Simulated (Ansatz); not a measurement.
Output of an Ansatz run (abridged):

```
WARN ansatz: RAYON_NUM_THREADS=1 ignored (pool sized by the plan → 1); use --threads N
Pseudopotentials: kind: paw
Pseudopotential: Na, paw, valence charge 9
Pseudopotential: Y, paw, valence charge 11
Crystal: 4 atoms, lattice volume = 120.525 Å³
Basis set: ecut = 420.4159175005146 eV, 2373 PW (Γ)
Bands: 23, of which v1, the nominal top of the filled ones, is band 19 counted from 1 (18 counted from 0)
Symmetry: 48 space group operations
Space group: Pm-3m (ITA 221), of the structure as read, at distance tolerance 4.9e-5 Å
k-points: 10 of 216
PAW frozen core: Na, regenerated for the run's functional, and the local potential with it
PAW frozen core: Y, regenerated for the run's functional, and the local potential with it
Initial density: superposition of atomic densities (neutral atoms: chi_scale 0, normalization atom), corrected by the library's trained network
Initial wavefunctions: pseudopotential atomic-orbital guess
Eigensolver: davidson
Functional: x = slater, c = lda
SCF iter   1: F=—  HF=-8143.897744 eV  |F-HF|=—  |Δ(HF+E_count)|=         —  Δρ=6.36e-3  dr2=2.85e-2  ethr=1.77e-3  ⟨swp⟩=5.0  Hψ=836  notcnv=0
all-band conjugate gradients solve this SCF's bands
preconditioner: auto → Kerker (q_TF=auto, 2.251 Å⁻¹)
SCF iter   2: F=—  HF=-8143.884628 eV  |F-HF|=—  |Δ(HF+E_count)|=   1.31e-2  S|Δr|=    0.00e0  Δρ=2.18e-3  dr2=5.68e-3  ethr=7.50e-5  ⟨swp⟩=2.2  Hψ=485  notcnv=0
SCF iter   3: F=—  HF=-8143.883346 eV  |F-HF|=—  |Δ(HF+E_count)|=   1.28e-3  S|Δr|=    0.00e0  Δρ=5.95e-4  dr2=6.13e-4  ethr=1.50e-5  ⟨swp⟩=3.0  Hψ=407  notcnv=0
SCF iter   4: F=—  HF=-8143.883294 eV  |F-HF|=—  |Δ(HF+E_count)|=   5.22e-5  S|Δr|=    0.00e0  Δρ=1.26e-4  dr2=2.96e-5  ethr=1.61e-6  ⟨swp⟩=2.0  Hψ=264  notcnv=0
SCF iter   5: F=—  HF=-8143.883293 eV  |F-HF|=—  |Δ(HF+E_count)|=   9.85e-7  S|Δr|=    0.00e0  Δρ=3.00e-5  dr2=2.44e-6  ethr=7.79e-8  ⟨swp⟩=1.6  Hψ=291  notcnv=0
SCF iter   6: F=—  HF=-8143.883292 eV  |F-HF|=—  |Δ(HF+E_count)|=   4.22e-7  S|Δr|=    0.00e0  Δρ=8.97e-6  dr2=2.69e-7  ethr=6.42e-9  ⟨swp⟩=1.2  Hψ=232  notcnv=0
SCF iter   7: F=-8143.883292 eV  HF=-8143.883292 eV  |F-HF|=3.35e-9  |Δ(HF+E_count)|=   4.24e-8  S|Δr|=    0.00e0  Δρ=2.34e-6  dr2=1.27e-8  ethr=2.63e-10  ⟨swp⟩=4.6  Hψ=773  notcnv=0
SCF 1 converged in 7 iterations: F = -8143.883292 eV  dr2 = 1.27e-8
SCF converged after 7 iterations
Stability not checked (fill_not_monotonic)
Free energy (F): -8143.883292 eV
Harris-Foulkes:  -8143.883292 eV  (|F-HF|=3.35e-9)
Internal energy: -8143.868167 eV  (E = F + TS)
E sigma→0 (E₀):  -8143.878250 eV
Entropy (-TS):   -0.015126 eV (-3.781 meV/atom)
Fermi energy:    4.268222 eV
--- Per-component energies (eV) ---
  E_band       = -819.036915
  E_kinetic    = 664.993307
  E_local      = -4733.624911  (includes V_loc(G=0)·N_el)
  E_nonlocal   = 404.789191
  E_hartree    = 1682.895302
  E_xc         = -283.078681
  E_vxc        = -343.442995  (∫ρ·V_xc dr)
  E_paw        = -3458.259766  (= ΣΔE_a)
  E_vpaw       = -177.544569  (= ΣTr[D̂ρ^β])
  E_aug_tail   = -0.000036  (compensation charges beyond the density's cutoff)
  E_ewald      = -2422.334828
  E_core_change = 0.752256  (= ΣΔE_core)
  E_smearing   = -0.015126  (= −TS)
  E_closure    = -0.000000  (closes the sum)
  Σ components = -8143.883292   (vs F -8143.883292, Δ=0.00e0)
--- Forces (eV/Å), atoms counted from 1 ---
  atom   1  Na     0.00000000    -0.00000000     0.00000000
   [... zero for the other atoms too ...]
  max |Σ_I F_I| component: 7.33e-29 eV/Å
--- Stress (GPa, compression-positive) ---
        0.606226      -0.000000       0.000000
        0.000000       0.606226       0.000000
        0.000000       0.000000       0.606226
  P = ⅓ Tr σ = 0.6062 GPa (6.062 kbar)
  The stress holds the Pulay correction. Without it, at fixed plane waves, as pw.x and ABINIT print it: P = 0.6048 GPa
--- Band table (eV; the first three rows and the last of 10) ---
  k-point 0: bands = ["-47.3706", "-47.3655", "-47.3655", "-39.4134", "-19.9242", "-19.9227", "-19.9227", "-19.8840", "-19.8840", "-19.8816", "-19.8739", "-19.8712", "-19.8712", "-19.3904", "-19.3875", "-19.3875", "0.4500", "4.0768", "4.0768", [...]
  k-point 1: bands = ["-47.3700", "-47.3661", "-47.3655", "-39.4133", "-19.9198", "-19.9172", "-19.9140", "-19.8884", "-19.8864", "-19.8804", "-19.8782", "-19.8726", "-19.8719", "-19.3976", "-19.3902", "-19.3895", "0.8256", "3.6370", "4.1929", [...]
  k-point 2: bands = ["-47.3691", "-47.3670", "-47.3655", "-39.4133", "-19.9132", "-19.9087", "-19.9011", "-19.8955", "-19.8926", "-19.8850", "-19.8801", "-19.8740", "-19.8720", "-19.4047", "-19.3932", "-19.3915", "1.5013", "2.6686", "4.3364", [...]
  k-point 9: bands = ["-47.3674", "-47.3671", "-47.3671", "-39.4130", "-19.9356", "-19.9245", "-19.9245", "-19.9224", "-19.8742", "-19.8742", "-19.8667", "-19.8667", "-19.8665", "-19.3915", "-19.3888", "-19.3888", "3.3884", "3.8731", "3.8731", [...]
```

The structure:

```
CELL_PARAMETERS angstrom
      4.93961     0.00000     0.00000
      0.00000     4.93961     0.00000
      0.00000     0.00000     4.93961
ATOMIC_POSITIONS crystal
  Na 0.00000 0.50000 0.50000
  Na 0.50000 0.50000 0.00000
  Na 0.50000 0.00000 0.50000
  Y  0.00000 0.00000 0.00000
```

Task: What input produced this log?

Result: Other spellings and defaults could give the same log, and not every line can be read from it. The input that was run (DFT, LDA (PW92), plane waves, default PAW files made with PBE):

Ansatz 0.2 input:
```yaml
crystal:
  lattice:
    - [4.939607, 0.000000, 0.000000]
    - [0.000000, 4.939607, 0.000000]
    - [0.000000, 0.000000, 4.939607]
  atoms:
    - { symbol: Na, position: [0.000000, 0.500000, 0.500000] }
    - { symbol: Na, position: [0.500000, 0.500000, 0.000000] }
    - { symbol: Na, position: [0.500000, 0.000000, 0.500000] }
    - { symbol: Y, position: [0.000000, 0.000000, 0.000000] }
basis:
  ecutwfc: 30.9 Ry
kpoints:
  mp_grid: { grid: [6, 6, 6], shift: [0.5, 0.5, 0.5] }
hamiltonian:
  xc: lda
  pseudopotentials: { kind: paw }
scf:
  occupations: { method: cold, width: 0.01 Ry }
output:
  forces: true
  eigenvalues: true
  stress: true
```

The starting cell was generated: these elements placed on a structure prototype, without a prior relaxation; it need not be a known phase or ordering of this composition. Its lattice was rescaled by a random factor within 2.5 % of one. Ansatz's pressure includes its estimate of the finite-basis (Pulay) stress.

Ansatz is a first-principles code.
